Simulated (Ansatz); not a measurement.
**FeOCl (Pmmn, No. 59)**

The numbers are results of PBE0 (Ansatz, a quantum-chemistry and plane-wave program, PAW), not measurements.

Numerical settings: plane-wave cutoff 500 eV, 6×6×4 k mesh (along the axes of the cell as run), gaussian smearing 0.02 eV, spin-polarised start, scalar-relativistic PAW data made under PBE.

Cell (relaxed with r²SCAN):

FeClO is modelled in the orthorhombic space group Pmmn, origin choice 1 (No. 59), Pearson symbol oP6. Lattice parameters: a = 3.2844 Å, b = 3.8497 Å, c = 8.1796 Å, α = 90.00°, β = 90.00°, γ = 90.00°. Fe on 2b has 4 O at 1.990–2.079 Å and 2 Cl at 2.380 Å. Cl on 2a sees 2 Fe at 2.380 Å (bent). O on 2a is surrounded by 4 Fe at 1.990–2.079 Å. (Neighbours: up to the widest gap in distance over summed covalent radii, below 1.35, at either atom; cation-cation and far metal-metal contacts left out.)

```
Property                       Result
--------  ---------------------------
band gap  3.44 eV (on the SCF k mesh)
```

Note: the magnetic order was assumed, not searched for or taken from measurement; a magnet's gap depends somewhat on the PAW data; cell and atoms aren't relaxed at this level (largest force component 0.09 eV/Å, pressure -0.4 GPa); the cell has widely spaced layers and the level no dispersion term, so their spacing and the moduli can rest on weak binding.

Computed values are for the static lattice.
